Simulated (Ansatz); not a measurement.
Base system: AlOs in the CsCl type structure (space group Pm-3m, No. 221; a cell from a computed database, its experimental status unchecked; relaxed with 0.1 eV smearing).

```yaml
crystal:
  lattice:
    - [2.99346, 0.00000, 0.00000]
    - [0.00000, 2.99346, 0.00000]
    - [0.00000, 0.00000, 2.99346]
  atoms:
    - { symbol: Al, position: [0.00000, 0.00000, 0.00000] }
    - { symbol: Os, position: [0.50000, 0.50000, 0.50000] }
```

Cartesian axes are those of the cell as printed.

Level of theory: PBEsol (Ansatz, a program for electronic structure; PAW; 420 eV plane waves; spin-orbit coupling left out).

One thing is altered: biaxial strain −3.10 %, plane normal [001], relaxed out of plane (Cartesian); in-plane vectors clamped, the third vector and the atoms free.

**Question.** What happens to the in-plane stress and ratio −ε⊥/ε∥?

**Answer.** The mean in-plane stress (compression positive) comes out as +12.4 GPa; the ratio −ε⊥/ε∥ is 1.13.

Stability against distortions was not tested. All final runs are without spin polarisation.
